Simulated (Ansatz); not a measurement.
Results of HSE06 (Ansatz, a program for electronic structure, PAW) for BaCd₂As₂ (P-3m1, No. 164, 5 atoms in the cell; start mp-8281).

The input as run:

Ansatz 0.2 input:
```yaml
crystal:
  lattice:
    - [4.4966943757, 0.0, 0.0]
    - [-2.2483471879, 3.8942515624, 0.0]
    - [0.0, 0.0, 7.6014230169]
  atoms:
    - { symbol: Ba, position: [0.0, 0.0, 0.0] }
    - { symbol: Cd, position: [0.6666666667, 0.3333333333, 0.3701771086] }
    - { symbol: Cd, position: [0.3333333333, 0.6666666667, 0.6298228914] }
    - { symbol: As, position: [0.6666666667, 0.3333333333, 0.7385772584] }
    - { symbol: As, position: [0.3333333333, 0.6666666667, 0.2614227416] }
basis:
  ecutwfc: 460
  ecutrho_ratio: 4
  xc_grid: 2
kpoints:
  mp_grid: { grid: [6, 6, 4] }
hamiltonian:
  xc: hse06
  dispersion: none
  pseudopotentials: { kind: paw }
scf:
  occupations: { method: fermi_dirac, width: 0.01 }
  convergence: { dr2_threshold: 0.0000000005 }
output:
  forces: true
  stress: true
  eigenvalues: true
```

Question: How many irreducible k-points, plane waves at Γ does the program set up, and what pressure does the run end with?

Answer: 24 irreducible k-points, 2973 plane waves at Γ; P = 2.13 GPa, so the cell is compressed on average and its volume would grow at this level.

Output (set-up and result lines):

```
WARN output.stress: scf.exx.energy_threshold = 1e-6 eV is looser than the 5e-8 eV advised for a stress under a hybrid functional (1e-8 eV for each atom of the …
Crystal: 5 atoms, lattice volume = 133.110 Å³
Basis set: ecut = 460 eV, 2973 PW (Γ), exchange–correlation on 64×64×108 points (8 copies of the dense FFT grid, shifted against one another)
Bands: 48, of which v1, the nominal top of the filled ones, is band 40 counted from 1 (39 counted from 0)
Symmetry: 12 space group operations
Space group: P-3m1 (ITA 164), of the structure as read, at distance tolerance 5.1e-5 Å
k-points: 24 of 144
SCF iter   1: F=—  HF=-32173.928987 eV  |F-HF|=—  |Δ(HF+E_count)|=         —  Δρ=1.79e-3  dr2=7.71e-3
SCF iter   2: F=—  HF=-32173.928591 eV  |F-HF|=—  |Δ(HF+E_count)|=   3.96e-4  Δρ=8.22e-4  dr2=4.03e-3
  ...
Crystal: 5 atoms, lattice volume = 133.110 Å³
Initial density: handed on by an earlier stage of this run
Crystal: 5 atoms, lattice volume = 133.110 Å³
SCF iter   4: F=—  HF=-32188.868512 eV  |F-HF|=—  |Δ(HF+E_count)|=   7.48e-7  Δρ=3.08e-6  dr2=3.83e-8
SCF iter   5: F=—  HF=-32188.868512 eV  |F-HF|=—  |Δ(HF+E_count)|=   1.17e-8  Δρ=1.07e-6  dr2=1.82e-9
SCF 3 converged in 6 iterations: F = -32188.868512 eV  dr2 = 3.91e-10
Free energy (F): -32188.868513 eV
Internal energy: -32188.868513 eV  (E = F + TS)
E sigma→0 (E₀):  -32188.868513 eV
Fermi energy:    10.624731 eV
--- Forces (eV/Å), atoms counted from 1 ---
  atom   1  Ba    -0.00000000     0.00000000     0.00000000
  atom   2  Cd    -0.00000000     0.00000000     0.00025865
  atom   3  Cd     0.00000000    -0.00000000    -0.00025865
  atom   4  As    -0.00000000     0.00000000     0.00265181
  atom   5  As     0.00000000    -0.00000000    -0.00265181
--- Stress (GPa, compression-positive) ---
        2.060314      -0.000000      -0.000000
       -0.000000       2.060314      -0.000000
       -0.000000      -0.000000       2.272619
  P = ⅓ Tr σ = 2.1311 GPa (21.311 kbar)
```

The PAW data were made under PBE.

Note: cell and atoms aren't relaxed at this level (pressure 2.1 GPa).

Computing time: around 6 core-minutes (rough).

A start named mp-… is a Materials Project structure, which need not be a measured phase.
